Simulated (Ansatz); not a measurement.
For BeS (model structure, started from the WC type, P-6m2, No. 187, 2 atoms in the cell), PBE-D3(BJ) (Ansatz, an electronic-structure program, plane waves, PAW) gives:

lattice constant a: 3.169 Å
c axis length: 2.888 Å

Task: What does r²SCAN (Ansatz, PAW) give for the same quantities?

Result: 
- lattice constant a: 3.233 Å (increases by 2.0 %)
- lattice parameter c: 2.937 Å (increases by 1.7 %)

Changes are worked out from the printed values.

Unless a cell is named, each level is at its own relaxed cell (PBE-D3(BJ) 12.56, r²SCAN 13.29 Å³/atom).

Ansatz's density-functional and Hartree–Fock values are scalar-relativistic unless marked +SOC, with PAW data made under PBE.

A model structure was made by putting elements into a prototype or built by hand; it is no filed structure, need not be a known phase, and can be a saddle point held by its symmetry.
